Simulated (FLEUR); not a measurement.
## Equation of state of zinc-blende AlN (space group 216): energy against volume (FLEUR, LDA)

```xyz
2
Lattice="0.0000 2.1048 2.1048 2.1048 0.0000 2.1048 2.1048 2.1048 0.0000" Properties=species:S:1:pos:R:3 pbc="T T T"
Al     0.0000     0.0000     0.0000
N      3.1572     3.1572     3.1572
```

Level of theory: LDA (Vosko-Wilk-Nusair), all-electron FLAPW (FLEUR), scalar-relativistic valence (FLEUR). Settings: Kmax = 5.24 1/bohr; GmaxXC = 21 1/bohr; xcFunctional = vwn; jspins = 1; l_soc = F; mode = hist; fermiSmearingEnergy = 0.00036749 Htr; mesh (inpgen div1-3) = 13 13 13; inpgen gamma flag = false; Gmax = 21 1/bohr; numbands = 0; maxIterBroyd = 15; imix = Anderson; alpha = 0.05; precondParam = 0; minDistance = 1e-05 me/bohr^3. The cell above is the first row's. The rows scale it uniformly. In all rows fractional positions and the k mesh are held. E is the free energy at the stated smearing, counted from the lowest row.

| V (Å^3/atom) | E (meV/atom) |
|---|---|
| 9.325 | ? |
| 9.528 | 39.09 |
| 9.730 | 19.71 |
| 9.933 | 7.15 |
| 10.136 | 0.76 |
| 10.339 | 0.00 |
| 10.541 | 4.33 |
| 10.744 | 13.25 |
| 10.947 | 26.38 |

Taking the third-order Birch-Murnaghan form, a cubic in V^(-2/3) for E over the 8 complete rows: With u = V^(-2/3) - 0.212, the rows have u = 0.010501, 0.007411, 0.004411, 0.001512, -0.001292, -0.003993, -0.006621, -0.009168. Least squares gives E = -0.307 + 192.62·u + 338667·u² + 20225·u³. Residuals (row less fit): 0.006, -0.019, 0.016, 0.001, -0.009, 0.008, -0.008, 0.003; standard error 0.015 (degrees of freedom: 4). Its minimum lies at u = -0.000284, so V0 = (0.211716)^(-3/2) = 10.27. There d²E/du² = 677300 and d³E/du³ = 121400, so B0 = (4/9) × 10.27^(-7/3) × 677300 × 0.160218 = 211 GPa (the last factor turns the table's units into GPa), and B0' = 4 + (2/3) × 0.211716 × (121400)/677300 = 4.0.

Q: Predict the withheld E at V = 9.325 from the fit, and compare with the calculation.

A: u = 0.013719, so E = -0.307 + 192.62 × 0.013719 + 338667 × 0.013719² + 20225 × 0.013719³ = 66.129 meV/atom. The calculation gives 66.02 meV/atom, 0.109 meV/atom below the prediction (0.2 % of the range of E in the table). The row lies outside the fitted rows, so this is an extrapolation. From the scatter of the fitted rows alone, a prediction at this place has a standard error of 0.044 meV/atom, so the miss is 2.5 times that.

Carrying the step between the two nearest rows on in a straight line would have given 58.57, off by 7.45; series whose last step already gives the withheld value aren't shown. The scan was laid around a cell of about the measured size, scaled by a guess for this functional. This is a metastable polymorph. The runs keep the symmetry of the cell, so they don't test it for distortions. Values depend on the basis (sphere radii, cutoffs, local orbitals), which need not be converged. Cutoffs and mesh are single choices, not tested for convergence of this quantity. Series with a scatter that would blur these digits, or in which a gap closes, are not shown. Nor are scans whose minimum lies at an end fitted in this form.
